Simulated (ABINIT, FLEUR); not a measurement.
An ABINIT input for a self-consistent single point of Cu (Fm-3m, 1 atom in the cell) (DFT, PBE, plane waves, PAW (JTH v2.0 PBE PAW)):

```
# Cu, JTH v2.0 PBE PAW
pp_dirpath "./"
pseudos "Cu.GGA_PBE-JTH.xml"
acell 4.6528373857 4.6528373857 4.6528373857
rprim
        -0.0000000000    0.7071067812    0.7071067812
         0.7071067812   -0.0000000000    0.7071067812
         0.7071067812    0.7071067812   -0.0000000000
natom 1
ntypat 1
znucl 29
typat 1
xred    0.0000000000    0.0000000000    0.0000000000
ecut 816 eV
pawecutdg 1633 eV
pawxcdev 0
occopt 3
tsmear 0.00367493
nband 15
kptopt 1
ngkpt 21 21 21
nshiftk 1
shiftk 0 0 0
nstep 100
tolvrs 1.0e-12
prtwf 0
prtden 0
enunit 1
```

Write the same calculation as an input for FLEUR.

One input that does it (others would too):

Input of the input generator:

```
Cu FLAPW
&input film=f /
-0.0000000000 3.2900528672 3.2900528672
3.2900528672 -0.0000000000 3.2900528672
3.2900528672 3.2900528672 -0.0000000000
1.0
1.0 1.0 1.0

1
29 0.0000000000 0.0000000000 0.0000000000

&comp jspins=1 /
&kpt div1=21 div2=21 div3=21 /
&end /
```

```xml
<?xml version="1.0" encoding="UTF-8" standalone="no"?>
<fleurInput fleurInputVersion="0.39">
   <comment>
      Cu FLAPW                                                                                            
   </comment>
   <calculationSetup>
      <cutoffs Kmax="3.7" Gmax="13.0" GmaxXC="13.0" numbands="0"/>
      <scfLoop itmax="80" minDistance="0.00001" maxIterBroyd="99" imix="Anderson" alpha="0.05" precondParam="0.0" spinf="2.0"/>
      <coreElectrons ctail="T" frcor="F" kcrel="0" coretail_lmax="0"/>
      <xcFunctional name="pbe" relativisticCorrections="F"/>
      <magnetism jspins="1"/>
      <soc l_soc="F" theta="0.0" phi="0.0" spav="F"/>
      <expertModes spex="0" secvar="F"/>
      <geometryOptimization l_f="T" forcealpha="1.0" forcemix="BFGS" epsdisp="0.00001" epsforce="0.00001"/>
      <ldaU l_linMix="F" mixParam="0.05" spinf="1.0"/>
   </calculationSetup>
   <cell>
      <bzIntegration valenceElectrons="11.0" mode="hist" fermiSmearingEnergy="0.00367493">
         <kPointListSelection listName="default-1"/>
         <!-- k-points included here -->
         <xi:include xmlns:xi="http://www.w3.org/2001/XInclude" href="kpts.xml"> </xi:include>
      </bzIntegration>
      <!-- symmetry operations included here -->
      <xi:include xmlns:xi="http://www.w3.org/2001/XInclude" href="sym.xml"> </xi:include>
      <bulkLattice scale="1.0">
         <bravaisMatrix>
            <row-1>    0.0000000000000000     3.2900528672000000     3.2900528672000000</row-1>
            <row-2>    3.2900528672000000     0.0000000000000000     3.2900528672000000</row-2>
            <row-3>    3.2900528672000000     3.2900528672000000     0.0000000000000000</row-3>
         </bravaisMatrix>
      </bulkLattice>
   </cell>
   <atomSpecies>
      <species name="Copper (Cu)" element="Cu" atomicNumber="29">
         <mtSphere radius="2.17" gridPoints="763" logIncrement="0.016"/>
         <atomicCutoffs lmax="8" lnonsphr="6"/>
         <electronConfig flipSpins="F">
            <coreConfig>(1s1/2) (2s1/2) (2p1/2) (2p3/2) (3s1/2) (3p1/2) (3p3/2)</coreConfig>
            <valenceConfig>(4s1/2) (3d3/2) (3d5/2)</valenceConfig>
            <stateOccupation state="(4s1/2)" spinUp="0.5" spinDown="0.5"/>
         </electronConfig>
         <energyParameters s="4" p="4" d="3" f="4"/>
         <lo type="HELO" l="2" n="4" eDeriv="0"/>
      </species>
   </atomSpecies>
   <atomGroups>
      <atomGroup species="Copper (Cu)">
         <relPos label="                   1">.0000000000 .0000000000 .0000000000</relPos>
         <force calculate="T" relaxXYZ="TTT"/>
      </atomGroup>
   </atomGroups>
   <output dos="F" band="F" slice="F">
      <checks vchk="F" cdinf="F"/>
      <bandDOS minEnergy="-.5*Htr" maxEnergy="0.5*Htr" sigma="0.015" storeEVData="T"/>
      <vacuumDOS vacdos="F" integ="F" star="F" nstars="0" locx1="0.0" locy1="0.0" locx2="0.0" locy2="0.0" nstm="0" tworkf="0.0"/>
      <unfoldingBand unfoldBand="F" supercellX="1" supercellY="1" supercellZ="1"/>
      <plotting iplot="0" polar="F">
         <plot TwoD="T" vec1="  1.0  0.0  0.0" vec2="  0.0  1.0  0.0" vec3="  0.0  0.0  1.0" zero="  0.0  0.0  0.0" file="plot"/>
      </plotting>
      <chargeDensitySlicing numkpt="0" minEigenval="0.0" maxEigenval="0.0" nnne="0" pallst="F"/>
      <specialOutput eonly="F"/>
      <magneticCircularDichroism mcd="F" energyLo="-10.0" energyUp="0.0"/>
   </output>
  <!-- We include the file relax.xml here to enable relaxations (see documentation) -->
  <xi:include xmlns:xi="http://www.w3.org/2001/XInclude" href="relax.xml"> <xi:fallback/> </xi:include>
</fleurInput>
```

Basis, cutoffs, solver keys and any potentials are the target program's own. This input uses DFT, PBE, all-electron FLAPW (FLEUR), scalar-relativistic valence.

The starting cell comes from a database of computed structures (which also holds hypothetical and non-ambient phases and stackings), without a prior relaxation at this level. Its lattice was rescaled by a random factor within 2.5 % of one. For this run, on top of that: lattice scaled by 0.98.
